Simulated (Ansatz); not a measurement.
Start from CdS in the wurtzite structure (space group P6_3mc, No. 186).

```xyz
4
Lattice="4.1966 0.0000 0.0000 -2.0983 3.6344 0.0000 0.0000 0.0000 6.8302" Properties=species:S:1:pos:R:3 pbc="T T T"
Cd     0.0000     2.4229     6.8245
Cd     2.0983     1.2115     3.4094
S      0.0000     2.4229     2.5656
S      2.0983     1.2115     5.9807
```

Calculations: PBE, PAW, 420 eV (Ansatz, a first-principles code; spin-orbit coupling left out), earlier PAW set.

For the base:

```
Property                           Result
-----------------------------  ----------
Density                        4.61 g/cm³
Shortest interatomic distance     2.566 Å
Band gap                          1.11 eV
```

The change: cell and atoms relaxed at a pressure of 3 GPa.

Task: Predict the new density, shortest interatomic distance and band gap.

Result: The density grows by 0.237 g/cm³ to 4.84 g/cm³; the shortest interatomic distance falls by 0.0425 Å (2.566 Å → 2.523 Å); the band gap goes up by 0.12 eV to 1.23 eV.

Load acts through the strain it causes; cell and atoms are relaxed under it. No phonon test of stability was made. Measured, CdS leaves this structure (for rock salt) near 2.54 GPa (temperature not stated; as listed in Datta, Sujoy, Jana, Debnarayan, arXiv (2020)), on rising pressure, with hysteresis.
